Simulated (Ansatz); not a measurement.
Cl on the F site (Cl_F) in rock-salt LiF (start: the F site; 64-site cell, 2×2×2 shifted sampling). Method: PBE, PAW (plane waves to 420 eV; Ansatz, an electronic-structure program). Total energies of the localised charge states, counted from that of charge +1, and their image corrections (point charge with alignment); the host's valence-band maximum lies at 0.763 eV on the cells' energy zero and its gap is 8.83 eV.

```tsv
charge	moment (μB)	E − E(first) (eV)	correction (eV)
+1	1.0	0.000	0.423
0	not spin-polarised	1.550	0.000
```

### Question
Derive the transition levels above the valence-band maximum and say which of them are thermodynamic.

### Answer
A level is the Fermi energy at which two charges have equal formation energy: ε(q/q′) = [E(q′) + corr(q′) − E(q) − corr(q)] / (q − q′) − E_VBM.
ε(+1/0) = [(1.550 + 0.000) − (0.000 + 0.423)] / 1 − 0.763 = 0.36 eV
Thermodynamic levels at least 0.1 eV inside the gap: (+1/0) at 0.36 eV. They hold to tenths of an eV in this cell. Only the charges listed were compared. At charge −1 the carrier sat in host band states, shallow at most.
